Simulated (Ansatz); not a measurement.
AlN (model structure, started from the HgO type, Fm-3m, No. 225, 6 atoms in the cell; like a known high-pressure phase) was calculated with r²SCAN+rVV10 (PAW; Ansatz, a quantum-chemistry and plane-wave program).

Settings: plane-wave cutoff 560 eV, 12×12×4 k mesh (along the axes of the cell as run), Fermi–Dirac smearing 0.01 eV, scalar-relativistic PAW data made under PBE.

Cell (relaxed at this level):

```cif
data_Al3N3
_chemical_formula_sum 'Al3 N3'
_space_group_name_H-M_alt 'P 1'
_space_group_IT_number 1
_cell_length_a 2.85190
_cell_length_b 2.85190
_cell_length_c 6.98571
_cell_angle_alpha 90.000
_cell_angle_beta 90.000
_cell_angle_gamma 120.000
loop_
_space_group_symop_operation_xyz
  'x, y, z'
loop_
_atom_site_label
_atom_site_type_symbol
_atom_site_fract_x
_atom_site_fract_y
_atom_site_fract_z
_atom_site_occupancy
Al1 Al 0.33333 0.33333 0.50000 1
Al2 Al 0.66667 0.00000 0.83333 1
Al3 Al 0.00000 0.66667 0.16667 1
N1 N 0.33333 0.33333 0.00000 1
N2 N 0.66667 0.00000 0.33333 1
N3 N 0.00000 0.66667 0.66667 1
```

### Question
Give the computed band gap.

### Answer

band gap: 5.54 eV (on the SCF k mesh)

Computing time: about 5 core-minutes (a rough figure).

A model structure was made by putting elements into a prototype or built by hand; it is no filed structure, need not be a known phase, and can be a saddle point held by its symmetry.
